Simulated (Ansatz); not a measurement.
## Fermi-surface data of TaRu₃ (P-6m2)

```yaml
crystal:
  lattice:
    - [2.73641, 0.00000, 0.00000]
    - [-1.36820, 2.36980, 0.00000]
    - [0.00000, 0.00000, 8.89865]
  atoms:
    - { symbol: Ta, position: [0.00000, 0.00000, 0.00000] }
    - { symbol: Ru, position: [0.00000, 0.00000, 0.50000] }
    - { symbol: Ru, position: [0.66667, 0.33333, 0.26577] }
    - { symbol: Ru, position: [0.66667, 0.33333, 0.73423] }
```

Computed with PBEsol with spin-orbit coupling, rigid bands (plane waves, PAW; Ansatz, an electronic-structure program). Condition of this run: spin-orbit coupling switched on. Geometry: cell and atoms relaxed with PBEsol.

```json
{
  "density of states at the Fermi level": "3.65 states/(eV·cell), both spins",
  "bare Sommerfeld coefficient": "2.2 mJ/(mol of atoms·K²)",
  "drude_plasma_energy": "6.8 (x), 6.8 (y), 4.2 (z) eV",
  "root-mean-square Fermi velocity": "4.7e5 m/s",
  "resistivity times τ": "10.6 (x), 10.6 (y), 28 (z) ×10⁻²² Ω·m·s"
}
```

A metal at this level (no band gap); rigid bands, thermally averaged at 300 K, both spins. τ is one relaxation time for all states.

Computed structure with no diffraction record at hand here (it may be known, metastable or hypothetical): TaRu3 (P-6m2).
